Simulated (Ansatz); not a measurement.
**A computed series for CdSe: pressure series**

Base system: CdSe in the wurtzite structure (space group P6_3mc, No. 186; a = 4.3828 Å, c = 7.1544 Å).

Cell and atoms are relaxed at each pressure.

The values are results of PBE in Ansatz (plane waves to 420 eV, PAW, scalar-relativistic without spin-orbit coupling), not measurements.

```csv
change,shortest interatomic distance,width of the top valence band
base,2.682 Å,1.56 eV
pressure −2 GPa,2.728 Å,1.42 eV
pressure −1 GPa,2.704 Å,1.49 eV
pressure 0.9 GPa,2.665 Å,1.61 eV
pressure 2.1 GPa,2.644 Å,1.68 eV
pressure 4.5 GPa,(withheld),(withheld)
pressure 9 GPa,2.557 Å,2.01 eV
pressure 15 GPa,2.501 Å,2.25 eV
pressure 22.5 GPa,2.432 Å,2.67 eV
pressure 30 GPa,2.372 Å,3.06 eV
```

Q: Some entries are withheld; estimate them.

A: 
- pressure 4.5 GPa, shortest interatomic distance: 2.609 Å
- pressure 4.5 GPa, width of the top valence band: 1.81 eV

The levels and masses belong to the bands next to the band gap. Load acts through the strain it causes; cell and atoms are relaxed under it. No phonon test of stability was made. Measured, CdSe leaves this structure (for rock salt) near 2.72 GPa (temperature not stated; as listed in Datta, Sujoy, Jana, Debnarayan, arXiv (2020)), on rising pressure, with hysteresis.

Ansatz is a first-principles code.
